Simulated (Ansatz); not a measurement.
Start from Re in the hcp (Mg type) structure (space group P6_3/mmc, No. 194; a = 2.7519 Å, c = 4.4401 Å; relaxed with 0.1 eV smearing). Axes: x lies along a and z along c of the hexagonal cell.

Calculations: Ansatz (an electronic-structure program), PBEsol, PAW, cutoff 420 eV, scalar-relativistic without spin-orbit coupling.

For the base:

| Quantity | Value |
|---|---|
| Volume per atom | 14.56 Å³ |

Now apply this change: biaxial strain −2.00 %, plane normal [001], relaxed out of plane (Cartesian); in-plane vectors clamped, the third vector and the atoms free.

Problem. Predict the new volume per atom.

Solution. The volume per atom shrinks by 0.39 Å³ (14.56 Å³ → 14.17 Å³).

Problem. How does this affect the in-plane stress?

Solution. The mean in-plane stress (compression positive) comes out as +17.6 GPa.

Stability against distortions was not tested. The final runs are not spin-polarised.
